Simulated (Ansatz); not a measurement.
The starting structures come from a database of crystals and need not be the phases stable at ambient conditions.

Given:

```
InP
1.0
    4.16811     0.00000     0.00000
   -2.08406     3.60969     0.00000
    0.00000     0.00000     6.83999
In P
2 2
Direct
  0.66667   0.33333   0.50020
  0.33333   0.66667   0.00020
  0.66667   0.33333   0.87480
  0.33333   0.66667   0.37480
```

Space group of this cell: P6_3mc, wurtzite. The cell is taken as given.

The current runs along the normal of the first two printed vectors, the (001) plane. All runs by Ansatz (a first-principles code), plane waves and PAW, without spin-orbit coupling; the base is r2SCAN.

```tsv
run	mean pressure (GPa)	gap (eV)	mid-gap κ (1/Å)
base	0.1	1.11	0.073
all lengths scaled by 0.98	4.8	1.47	0.091
all lengths scaled by 1.02	-3.5	(withheld)	(withheld)
lengths across the current scaled by 0.98, ions clamped	3.2	1.29	0.082
lengths across the current scaled by 1.02, ions clamped	-2.3	(withheld)	0.061
lengths along the current scaled by 0.97, ions clamped	2.5	(withheld)	(withheld)
lengths along the current scaled by 1.03, ions clamped	-1.7	0.86	0.061
```

Problem. Fill in the missing entries.

Solution. 
- all lengths scaled by 1.02, gap (eV): 0.75
- all lengths scaled by 1.02, mid-gap κ (1/Å): 0.053
- lengths across the current scaled by 1.02, ions clamped, gap (eV): 0.90
- lengths along the current scaled by 0.97, ions clamped, gap (eV): 1.35
- lengths along the current scaled by 0.97, ions clamped, mid-gap κ (1/Å): 0.086
